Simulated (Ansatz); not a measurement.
Consider CdSe in the zinc blende structure (space group F-43m, No. 216; a = 6.196 Å).

Level of theory: PBE in Ansatz (plane waves to 420 eV, PAW, no spin-orbit coupling), earlier PAW set.

One change was made to it. Results:

The electron mass changes from 0.052 mₑ (at Γ) to 0.058 mₑ (at Γ); the lattice parameter a falls by 0.087 Å (6.196 Å → 6.109 Å).

Which of these changes matches the shifts?
A. pressure 15 GPa
B. pressure 9 GPa
C. pressure −1 GPa
D. pressure 2.1 GPa

D, pressure 2.1 GPa. For comparison, the electron mass in the other runs: pressure 15 GPa gives 0.080 mₑ (at Γ); pressure −1 GPa gives 0.048 mₑ (at Γ); pressure 9 GPa gives 0.072 mₑ (at Γ).

The levels and masses belong to the bands next to the band gap. Load acts through the strain it causes; cell and atoms are relaxed under it. Masses are band curvatures over ±0.01 Å⁻¹ around the edge. Whether these cells are dynamically stable was not tested. Tetrahedral semiconductors of this kind turn to denser phases somewhere between about 1 and 50 GPa; those were not computed, so compressed cells here can lie past the real transition.

Ansatz is a quantum-chemistry and plane-wave program.
